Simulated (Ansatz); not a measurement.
Amorphous Si30C18N16, 64 atoms at 2.71 g/cm³, one PBE-relaxed geometry, zone centre. Methods: PBE, scalar-relativistic without spin-orbit coupling (Ansatz, an electronic-structure program); r2SCAN, scalar-relativistic without spin-orbit coupling (Ansatz); HSE06, scalar-relativistic without spin-orbit coupling (Ansatz). Plane waves to 420 eV (r2SCAN 500 eV); exact exchange is cut at the cell's faces. The higher rungs were started with moments on some atoms, which died out.

Preparation: random packing, a CHGNet melt and quench, and a DFT relaxation. N atoms were pushed apart under 1.9 Å during the dynamics, to hinder bonds among them. The hot cell started wider than the set density and was brought back towards it in steps. It is the lowest in DFT energy of 2 quenches. It is a model cell: composition and starting density were chosen by hand, and all elements were melted together. No dispersion term was used. Its density started from a set value of 2.53 and ended at 2.71 g/cm³. The simulated quench (nominally 400 K/ps over its main leg) is rapid and tends to freeze in more defects than a deposited or slowly cooled glass has. A cell of this size samples the disorder only roughly. The volume was free in the relaxation, at fixed shape. Stress components on the final sampling reach 2.2 GPa. On a 2×2×2 Γ-centred mesh force components of up to 0.44 eV/Å stay, since the relaxation ran on the zone centre alone.

The relaxation ran on the zone centre alone. At PBE the gap is 0.53 eV on a 2×2×2 Γ-centred mesh, and the spacing at the zone centre alone 0.64 eV.

What zone-centre spacing does r2SCAN give, roughly?

0.76 eV (+0.12 eV against PBE).

What zone-centre spacing does HSE06 give, roughly?

1.31 eV (+0.67 eV against PBE).

The highest filled and the lowest empty state spread over these numbers of atoms (participation numbers): PBE: 21.0 and 13.1; r2SCAN: 19.8 and 12.9; HSE06: 18.8 and 15.1.
